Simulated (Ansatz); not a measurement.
C11b WSi₂, treated with PBEsol (Ansatz, a quantum-chemistry and plane-wave program, plane waves, PAW).

Settings: plane-wave cutoff 520 eV, 24×24×24 k mesh, Fermi–Dirac smearing 0.05 eV, no spin polarisation, scalar-relativistic PAW data made under PBE.

Computed at the level's own relaxed cell.

What does this level give for the lattice parameter a, bulk modulus B0, c axis length and pressure derivative B′ of the bulk modulus?


lattice parameter a: 3.202 Å
bulk modulus B0: 231 GPa
c axis length: 7.816 Å
pressure derivative B′ of the bulk modulus: 4.4

The run finds no gap.

Measured, for comparison: lattice constant a 3.214 Å, lattice parameter c 7.831 Å (temperature not stated, no zero-point or thermal correction; as tabulated in Pavlosiuk et al. (2022), arXiv:2202.05362). Computed (rounded) less measured: lattice constant a -0.4 %, lattice parameter c -0.2 %. A static lattice is as a rule a little smaller and stiffer than an uncorrected measurement, which narrows the difference in the lattice constant a and would widen misses of the other sign.

Note: the bulk modulus comes from volumes at which shape and atoms were relaxed.

Spin–orbit coupling is not included.

Computed values are for the static lattice.

Cost on a shared machine: very roughly 12 core-minutes.
